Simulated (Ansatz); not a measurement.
## Several settings converged on NbCrF6 (I4mm, 8 atoms in the cell)

```
NbCrF6
1.0
   -2.86911     2.86911     4.33033
    2.86911    -2.86911     4.33033
    2.86911     2.86911    -4.33033
Nb Cr F
1 1 6
Direct
  0.00577   0.00577   0.00000
  0.50000   0.50000   0.00000
  0.77677   0.77677   0.00000
  0.22323   0.22323   0.00000
  0.25152   0.25152   0.50304
  0.74848   0.74848   0.49696
  0.25152   0.74848   0.00000
  0.74848   0.25152   0.00000
```
Moments meant for the start (each program seeds them in its own way; μB, in the order of the atoms Nb Cr F F F F F F): 0.0 3.0 0.0 0.0 0.0 0.0 0.0 0.0.

Base method: PBEsol, default PAW files made with PBE (plane waves; Ansatz, an electronic-structure program).

Base settings: basis.ecutwfc = 420 eV; kpoints.mp_grid.grid = 3 3 3; hamiltonian.xc = pbesol; hamiltonian.pseudopotentials = {kind: paw} (the program's default PAW files); magnetization.spin_polarized = true; scf.occupations.method = gaussian; scf.occupations.width = 0.1 eV.

The count of work is k-points × plane waves × bands × iterations; it is no time. Core times come from one kind of shared machine, to one figure; runs under 30 s give none.

**The cutoff for other potential files**

Level: DFT, PBEsol, plane waves, harder PAW files (source: ansatz) made with PBE.

In this ladder: hamiltonian.pseudopotentials = {kind: paw, source: ansatz}.

The second cell is the first with its lattice scaled by 0.98.

The mesh stays at the base's, so the ladder's end is converged at best in this setting alone.

The first pressure column holds Ansatz's estimate of the finite-basis (Pulay) stress, which hides part of the cutoff error; the other is without it.

Only quantities that move along the ladder and can be compared are tabulated.

| basis.ecutwfc | free energy less the last step's (meV/atom) | energy of the compressed cell less the first (meV/atom) | pressure (GPa) | pressure without the Pulay estimate (GPa) | largest difference of a force vector from the last step's (eV/Å) | count of work / last | core time / last (rough) |
|---|---|---|---|---|---|---|---|
| 470 eV | 2681.46 | -9.83 | -4.68 | -99.38 | 0.285 | 0.094 | – |
| 580 eV | 646.18 | -12.30 | -4.30 | -34.52 | 0.059 | 0.14 | – |
| 735 eV | 69.03 | -11.93 | -4.35 | -9.09 | 0.005 | 0.21 | 0.2 |
| 890 eV | 4.66 | -11.67 | -4.35 | -4.83 | 0.001 | 0.26 | – |
| 1050 eV | 0.35 | -11.65 | -4.35 | -4.37 | 0.000 | 0.33 | 0.2 |
| 1260 eV | 0.21 | -11.65 | -4.35 | -4.36 | 0.000 | 0.46 | 0.3 |
| 1575 eV | 0.11 | -11.66 | -4.35 | -4.36 | 0.000 | 0.65 | 0.5 |
| 2100 eV | 0.00 | -11.66 | -4.35 | -4.35 | 0.000 | 1.0 | 1 |

Coarsest basis.ecutwfc that holds the pressure without the Pulay estimate within 1 GPa of the last step, with all finer ones: 890 eV, at 0.26 of the last step's count of work; the step before is off by 4.7 GPa.

Coarsest basis.ecutwfc that holds the free energy within 2 meV/atom of the last step, with all finer ones: 1050 eV, at 0.33 of the last step's count of work and about 0.2 of the last step's time; the step before is off by 4.7 meV/atom.

Coarsest basis.ecutwfc that holds the pressure within 0.1 GPa of the last step, with all finer ones: 580 eV, at 0.14 of the last step's count of work; the step before is off by 0.33 GPa.

The energy difference between the two cells stays within 1 meV/atom of the last step's from 580 eV on, the total only from 1050 eV on: much of the error is common to both cells and cancels.

At the lowest cutoff the pressure without the Pulay estimate lies 95.0 GPa under the last step's, the usual sign of Pulay stress in an incomplete plane-wave basis.

**The density cutoff**

The second cell is the first with its lattice scaled by 0.98.

The mesh stays at the base's, so the ladder's end is converged at best in this setting alone.

Only quantities that move along the ladder and can be compared are tabulated.

```tsv
basis.ecutrho_ratio	free energy less the last step's (meV/atom)	energy of the compressed cell less the first (meV/atom)	pressure (GPa)	largest difference of a force vector from the last step's (eV/Å)
2	-5.43	-13.23	-3.73	0.011
3	0.14	-11.47	-4.37	0.001
4	0.00	-11.45	-4.35	0.000
5	0.00	-11.45	-4.35	0.000
6	0.00	-11.45	-4.35	0.000
8	0.00	-11.45	-4.35	0.000
10	0.00	-11.45	-4.35	0.000
12	0.00	-11.45	-4.35	0.000
16	0.00	-11.45	-4.35	0.000
```

Coarsest basis.ecutrho_ratio that holds the free energy within 5 meV/atom of the last step, with all finer ones: 3; the step before is off by 5.4 meV/atom.

Coarsest basis.ecutrho_ratio that holds the energy of the compressed cell less the first within 0.2 meV/atom of the last step, with all finer ones: 3; the step before is off by 1.8 meV/atom.

Coarsest basis.ecutrho_ratio that holds the pressure within 0.5 GPa of the last step, with all finer ones: 3; the step before is off by 0.62 GPa.

**The relaxed cell against the cutoff**

On NbCrF6 (I4/mmm, 8 atoms in the cell): atoms on their sites.

In this ladder: relax = cell and atoms.

The mesh stays at the base's, so the ladder's end is converged at best in this setting alone.

Only quantities that move along the ladder and can be compared are tabulated.

| basis.ecutwfc | relaxed volume (Å³/atom) | relaxation steps | core time / last (rough) |
|---|---|---|---|
| 295 eV | 16.927 | 24 | 0.9 |
| 355 eV | 16.986 | 18 | 0.9 |
| 420 eV | 17.036 | 9 | 0.7 |
| 505 eV | 17.026 | 7 | 0.5 |
| 630 eV | 17.027 | 7 | 0.7 |
| 840 eV | 17.026 | 7 | 1 |

Coarsest basis.ecutwfc that holds the relaxed volume within 0.017 Å³/atom of the last step, with all finer ones: 420 eV; the step before is off by 0.041 Å³/atom.

At the lowest cutoff the cell relaxes to a volume 0.6 % smaller than at the highest. Ansatz relaxes on a stress corrected for the finite basis.

On the base run: the starting cell comes from a database of computed structures (which also holds hypothetical and non-ambient phases and stackings), without a prior relaxation at this level. Its lattice was rescaled by up to half a per cent. One atom was moved a little off its site on purpose. The magnetic order is the one reached from the typed start; others were not searched systematically. In the base run, forces exceed 1 eV/Å.

Left out of this page: 1 run of the series failed or unconverged; 1 run of the series stopped by limits of time or memory.

Keys are those of Ansatz 0.2.
